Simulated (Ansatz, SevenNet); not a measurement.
**TiAl₃ (I4/mmm, No. 139): properties by level of theory**

| level (code) | lattice constant a (Å) | c axis length (Å) |
|---|---|---|
| SevenNet-0 (SevenNet) | … | 8.677 |
| PBEsol (Ansatz) | … | … |
| PBEsol-D3(BJ) (Ansatz) | 3.769 | … |

### Question
Fill in the missing entries.

### Answer

- SevenNet-0 (SevenNet), lattice constant a (Å): 3.836
- PBEsol (Ansatz, an electronic-structure program), lattice constant a (Å): 3.816
- PBEsol (Ansatz), c axis length (Å): 8.551
- PBEsol-D3(BJ) (Ansatz), c axis length (Å): 8.438

Ansatz's density-functional and Hartree–Fock values are scalar-relativistic unless marked +SOC, with PAW data made under PBE.

Static lattice: no zero-point or thermal effects.
